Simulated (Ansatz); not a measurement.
# Hypothetical cubic perovskite SrSnSe3: response to strain

Start from SrSnSe$_{3}$ in the cubic perovskite structure (space group Pm-3m, No. 221; a = 5.240 Å; a hypothetical phase, not in the database extracts checked). Axes: x, y, z lie along the cube axes.

Strains are applied to the cell and any free atomic positions relax; under biaxial strain the out-of-plane vector relaxes too; under stress the whole cell relaxes.

Levels (all Ansatz, a quantum-chemistry and plane-wave program, PAW): PBEsol (420 eV, no spin-orbit coupling); r2SCAN (500 eV, spin-orbit coupling left out).

Pressures by level, all at the geometries relaxed with PBEsol:

```csv
case,PBEsol,r2SCAN
base,0.0 GPa,0.9 GPa
"biaxial strain −0.91 %, plane normal [111], relaxed out of plane",0.3 GPa,1.3 GPa
uniaxial strain ε_zz = +5.96 %,-2.3 GPa,-1.6 GPa
"strain tensor (xx, yy, zz, yz, xz, xy) = (+1.32, +0.81, +0.45, +1.49, +0.59, −0.78) %",-1.2 GPa,-0.4 GPa
"uniaxial stress, 2 GPa compression along z",0.7 GPa,1.6 GPa
```

Single points use the geometry relaxed with PBEsol. Their cutoffs differ, which shifts pressures a little. Without a gap, meshes like the base's 9×9×9 leave anisotropic stresses uncertain by several tenths of a GPa, and small strain energies with them. Beyond what the load breaks, stability against distortions was not tested. All final runs are without spin polarisation. Many cubic perovskites are stable only at high temperature; tilts and polar distortions were not tested.
